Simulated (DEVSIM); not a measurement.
Structure: illuminated Si p-on-n cell, one wavelength, with a back-surface field, at 300 K.

```csv
layer (left to right),material,thickness (μm),Nd (cm⁻³),Na (cm⁻³),τn (s),τp (s),absorption coefficient (cm⁻¹)
1,Si,0.130,-,2e18,3e-8,5.1e-8,250
2,Si,160,1.6e15,-,3.4e-7,3.4e-7,250
3,Si,1.80,4.3e18,-,3.4e-7,3.4e-7,250
```

Left contact: ohmic, minority electron recombination velocity 8e5 cm/s. Right contact: ohmic, minority hole recombination velocity 3000 cm/s. Voltage is applied to the left contact. Recombination: SRH at mid-gap, radiative, Auger. Light enters at the left, 1.5e17 photons cm⁻² s⁻¹, one pass, no reflection. Mobility is constant in doping.

This is a model device: material constants are rounded textbook-type values typed into the input, and sizes, dopings and lifetimes were drawn at random. Values at 300 K.

| parameter | Si |
|---|---|
| gap (eV) | 1.124 |
| affinity (eV) | 4.05 |
| permittivity | 11.7 |
| Nc (cm⁻³) | 2.86e19 |
| Nv (cm⁻³) | 3.1e19 |
| μn (cm²/Vs) | 1417 |
| μp (cm²/Vs) | 470 |
| B (cm³/s) | 4.7e-15 |
| Cn (cm⁶/s) | 2.8e-31 |
| Cp (cm⁶/s) | 9.9e-32 |

Model (solved in DEVSIM): 1D drift-diffusion, Boltzmann statistics, complete ionisation; no tunnelling, impact ionisation, image-force lowering or self-heating.

Problem. Tabulate band edges, carrier densities and field at zero bias, in the dark.

Solution. Energies count from the Fermi level of the right contact; mesh points crowd at the junctions.

```
x (μm)   Ec (eV)  Ev (eV)  n (cm⁻³)  p (cm⁻³)  field (V/cm)
-------  -------  -------  --------  --------  ------------
0.000      1.053   -0.071     < 1e2    2.0e18           ≈ 0
0.04227    1.053   -0.071     < 1e2    2.0e18           ≈ 0
0.1031     1.053   -0.071     < 1e2    2.0e18           -12
0.1393     0.978   -0.146      1100    1.1e17        -35000
0.2629     0.750   -0.374   7100000    1.6e13        -15000
0.6184     0.364   -0.760    2.2e13   5200000         -6500
1.779      0.253   -0.871    1.6e15     73000           ≈ 0
7.996      0.253   -0.871    1.6e15     73000           ≈ 0
25.87      0.253   -0.871    1.6e15     73000           ≈ 0
80.13      0.253   -0.871    1.6e15     73000           ≈ 0
135.7      0.253   -0.871    1.6e15     73000           ≈ 0
155.0      0.253   -0.871    1.6e15     73000           ≈ 0
158.6      0.253   -0.871    1.6e15     73000           ≈ 0
159.7      0.252   -0.872    1.6e15     71000           -68
160.1      0.216   -0.908    6.7e15     17000         -4700
160.1      0.123   -1.000    2.4e17       480        -43000
160.2      0.049   -1.075    4.3e18     < 1e2           ≈ 0
160.3      0.049   -1.075    4.3e18     < 1e2           ≈ 0
160.9      0.049   -1.075    4.3e18     < 1e2           ≈ 0
161.6      0.049   -1.075    4.3e18     < 1e2           ≈ 0
161.8      0.049   -1.075    4.3e18     < 1e2           ≈ 0
161.9      0.049   -1.075    4.3e18     < 1e2           ≈ 0
```
